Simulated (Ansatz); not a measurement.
## Hypothetical diamond Li: pressure series

The reference is Li in the diamond structure (space group Fd-3m, No. 227; a = 5.895 Å; a hypothetical phase, not in the database extracts checked).

Cell and atoms are relaxed at each pressure.

Level of theory: PBE (Ansatz, a first-principles code), spin-orbit coupling left out.

Notes on the quantities. enthalpy: H = E + PV relative to the base's energy.

```json
[
 {"variant": "base", "enthalpy": "–", "volume per atom": "25.61 Å³"},
 {"variant": "pressure −1 GPa", "enthalpy": "-0.18 eV/atom", "volume per atom": "33.82 Å³"},
 {"variant": "pressure 0.3 GPa", "enthalpy": "+0.05 eV/atom", "volume per atom": "24.32 Å³"},
 {"variant": "pressure 0.7 GPa", "enthalpy": "+0.11 eV/atom", "volume per atom": "22.93 Å³"},
 {"variant": "pressure 1.5 GPa", "enthalpy": "+0.21 eV/atom", "volume per atom": "20.91 Å³"},
 {"variant": "pressure 3 GPa", "enthalpy": "+0.40 eV/atom", "volume per atom": "18.41 Å³"},
 {"variant": "pressure 5 GPa", "enthalpy": "+0.61 eV/atom", "volume per atom": "16.36 Å³"},
 {"variant": "pressure 7.5 GPa", "enthalpy": "+0.85 eV/atom", "volume per atom": "14.72 Å³"},
 {"variant": "pressure 10 GPa", "enthalpy": "+1.07 eV/atom", "volume per atom": "13.56 Å³"}
]
```

Load acts through the strain it causes; cell and atoms are relaxed under it. No phonon test of stability was made. Competing high-pressure phases were not computed.
